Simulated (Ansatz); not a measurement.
WS2 (model structure, C2/m, No. 12, 6 atoms in the cell), treated with PBEsol (Ansatz, a program for electronic structure, PAW).

The run printed, among other lines:

```
Relaxation: its limit of steps is 80 (relax.max_steps)
Crystal: 6 atoms, lattice volume = 106.559 Å³
Basis set: ecut = 520 eV, 2845 PW (Γ), FFT grids on a1−a2, a1+a3, a3, exchange–correlation on 48×100×90 points (8 copies of the dense FFT grid, shifted against one another)
Bands: 32, of which v1, the nominal top of the filled ones, is band 26 counted from 1 (25 counted from 0)
Symmetry: 4 space group operations
Space group: C2/m (ITA 12), of the structure as read, at distance tolerance 4.7e-5 Å
k-points: 866 of 3240
Functional: x = pbesol(κ = 0.804, μ = 0.12345679012345678), c = pbesol(β = 0.046)
SCF iter   1: F=—  HF=-24057.013897 eV  |F-HF|=—  |Δ(HF+E_count)|=         —  Δρ=7.60e-3  dr2=7.02e-2
SCF iter   2: F=—  HF=-24057.011263 eV  |F-HF|=—  |Δ(HF+E_count)|=   2.63e-3  Δρ=3.75e-3  dr2=3.04e-2
  ...
SCF 1 converged in 7 iterations: F = -24057.004461 eV  dr2 = 9.24e-9
Crystal: 6 atoms, lattice volume = 106.559 Å³
Basis set: ecut = 520 eV, 2841 PW (Γ), FFT grids on a1−a2, a1+a3, a3, exchange–correlation on 48×100×90 points (8 copies of the dense FFT grid, shifted against one another)
Initial density: handed on by an earlier stage of this run
  ...
SCF 3 converged in 6 iterations: F = -24057.024210 eV  dr2 = 2.47e-8
Crystal: 6 atoms, lattice volume = 106.559 Å³
SCF 4 converged in 6 iterations: F = -24057.024297 eV  dr2 = 1.37e-10
Crystal: 6 atoms, lattice volume = 106.559 Å³
SCF 5 converged in 6 iterations: F = -24057.024325 eV  dr2 = 1.62e-10
Crystal: 6 atoms, lattice volume = 106.559 Å³
SCF 6 converged in 6 iterations: F = -24057.024329 eV  dr2 = 5.24e-12
Crystal: 6 atoms, lattice volume = 106.559 Å³
SCF iter   8: F=-24057.024334 eV  HF=-24057.024334 eV  |F-HF|=3.64e-12  |Δ(HF+E_count)|=  1.46e-11  Δρ=1.06e-9  dr2=1.10e-15
SCF iter   9: F=-24057.024334 eV  HF=-24057.024334 eV  |F-HF|=3.64e-12  |Δ(HF+E_count)|=    0.00e0  Δρ=1.42e-10  dr2=3.45e-17
SCF 7 converged in 9 iterations: F = -24057.024334 eV  dr2 = 3.45e-17
SCF converged after 9 iterations
Free energy (F): -24057.024334 eV
Internal energy: -24057.008766 eV  (E = F + TS)
E sigma→0 (E₀):  -24057.016550 eV
Fermi energy:    11.196097 eV
--- Forces (eV/Å), atoms counted from 1 ---
  atom   1  S      0.00039341     0.00000000    -0.00042784
  atom   2  S     -0.00057370     0.00000000    -0.00002198
  atom   3  S      0.00057370     0.00000000     0.00002198
  atom   4  S     -0.00039341     0.00000000     0.00042784
  atom   5  W      0.00036681     0.00000000    -0.00042759
  atom   6  W     -0.00036681     0.00000000     0.00042759
--- Stress (GPa, compression-positive) ---
        0.469341       0.000000       0.002247
        0.000000       0.472685      -0.000000
        0.002247      -0.000000       0.466344
  P = ⅓ Tr σ = 0.4695 GPa (4.695 kbar)
```

Q: Write an input file that could have produced this run (the log leaves some choices open).

A: This is not unique; one that fits is 
Ansatz 0.2 input:
```yaml
crystal:
  lattice:
    - [6.7506764952, -1.5827875597, -0.2000395502]
    - [6.7506764952, 1.5827875597, -0.2000395502]
    - [-2.4903968011, 0.0, 5.0602190226]
  atoms:
    - { symbol: S, position: [0.141544252, 0.141544252, 0.4592984365] }
    - { symbol: S, position: [0.6067695481, 0.6067695481, 0.9229670722] }
    - { symbol: S, position: [0.3932304519, 0.3932304519, 0.0770329278] }
    - { symbol: S, position: [0.858455748, 0.858455748, 0.5407015635] }
    - { symbol: W, position: [0.7562572588, 0.7562572588, 0.8077833563] }
    - { symbol: W, position: [0.2437427412, 0.2437427412, 0.1922166437] }
basis:
  ecutwfc: 520
  ecutrho_ratio: 4
  xc_grid: 2
kpoints:
  mp_grid: { grid: [18, 18, 10] }
hamiltonian:
  xc: pbesol
  dispersion: none
  pseudopotentials: { kind: paw }
scf:
  occupations: { method: fermi_dirac, width: 0.05 }
output:
  forces: true
  stress: true
  eigenvalues: true
relax:
  f_tol: 0.004
  escape_saddle: false
  max_steps: 80
  cell: { stress_tol: 0.02, fix: [volume] }
```

The cell is one volume of an energy–volume scan, off the minimum.

The PAW data were made under PBE.

Note: the run has no spin polarisation, so it can have missed a magnetic state. Note: the relaxation could raise the start's symmetry but not lower it, so the cell can be a saddle point.

A model structure was made by putting elements into a prototype or built by hand; it is no filed structure, need not be a known phase, and can be a saddle point held by its symmetry.
